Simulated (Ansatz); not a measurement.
Results of HSE06 (PAW; Ansatz, an electronic-structure program) for SnI4 (P-43m, No. 215, 5 atoms in the cell; start mp-571436; a measured phase of this formula has another space group).

Run with plane-wave cutoff 460 eV, 4×4×4 k mesh, Fermi–Dirac smearing 0.01 eV, scalar-relativistic PAW data made under PBE.

Cell (relaxed with PBE-D3(BJ)):

```
CELL_PARAMETERS angstrom
      6.06699     0.00000     0.00000
      0.00000     6.06699     0.00000
      0.00000     0.00000     6.06699
ATOMIC_POSITIONS crystal
  Sn 0.00000 0.00000 0.00000
  I  0.25736 0.74264 0.74264
  I  0.74264 0.74264 0.25736
  I  0.74264 0.25736 0.74264
  I  0.25736 0.25736 0.25736
```

### Question
Predict the band gap.

### Answer

- band gap: 1.49 eV (on the SCF k mesh)

Note: cell and atoms aren't relaxed at this level (pressure 0.2 GPa).

Spin–orbit coupling is not included; with these elements it can move the gap by several tenths of an eV or more.

The computed numbers hold no vibrational or temperature effects.

A start named mp-… is a Materials Project structure, which need not be a measured phase.
